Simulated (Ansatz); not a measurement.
The structure below was relaxed with Ansatz (a program for electronic structure) PBEsol, no SOC.

```
Ag
1.0
    2.85545     0.00000     0.00000
   -1.42772     2.47289     0.00000
    0.00000     0.00000     4.72307
Ag
2
Cartesian
  0.00000   1.64859   3.54230
  1.42772   0.82430   1.18077
```

Q: Find the space group and the Wyckoff positions.

A: Space group P6₃/mmc (No. 194); a = b = 2.8554 Å, c = 4.7231 Å, α = β = 90.00°, γ = 120.00°

```csv
atom,site,symmetry,x,y,z
Ag,2d,-6m2,0.6667,0.3333,0.2500
```

Q: Describe the coordination.

A: The crystal has 2 atoms in its conventional cell. Cell: a = 2.8554 Å, b = 2.8554 Å, c = 4.7231 Å, α = 90.00°, β = 90.00°, γ = 120.00°. Ag is surrounded by 12 Ag at 2.855–2.880 Å (anticuboctahedral). (Neighbours: up to the widest gap in distance over summed covalent radii, below 1.35, at either atom.)

No phonon test of stability was made. The cell was made from Os by this change: Os → Ag; the result is a model cell. This is not the structure that Ag has at room temperature and ambient pressure.
